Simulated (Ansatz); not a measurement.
Consider interstitial Cd in wurtzite CdS, charge state +2. The step: one Cd atom jumps by itself; the atom moves 3.42 Å along (0.00, -0.01, -0.50) of the unit cell; the moving atom starts with neighbours Cd at 3.00, Cd at 3.02, Cd at 3.04, Cd at 3.39, 2 Cd at 3.41; 3 S at 2.65, S at 3.10, S at 3.16, S at 3.20 Å and ends with Cd at 3.01, Cd at 3.02, Cd at 3.03, 2 Cd at 3.39, Cd at 3.40; 3 S at 2.65, S at 3.14, S at 3.16, S at 3.18 Å. DFT values are from Ansatz (plane-wave PAW, 420 eV unless said) in a cell of 72 host sites, spin-restricted, static, with no finite-size correction. The charge state is imposed; whether it is stable for some Fermi level was not computed. Sites that were not tried may lie lower. For the PBE band: the saddle point's order was not checked.

```csv
Level,Forward barrier (eV),Cost of the band or of the saddle's single point
"CHGNet universal potential (has no charge state), its own band",0.31,-
"PBE, one k-point at (0.125, 0.250, 0.250), band relaxed",0.45,about 100 core-minutes (a rough figure)
"PBE, a 2×2×2 k-point mesh shifted by half a step along c, same geometries",0.45,around 16 core-minutes (rough)
"r2SCAN at 500 eV, one k-point at (0.125, 0.250, 0.250), same geometries",(withheld),around 8 core-minutes (rough)
```

Fill in the missing entries.


- r2SCAN at 500 eV, one k-point at (0.125, 0.250, 0.250), same geometries, Forward barrier (eV): 0.49

Ansatz is a first-principles code.
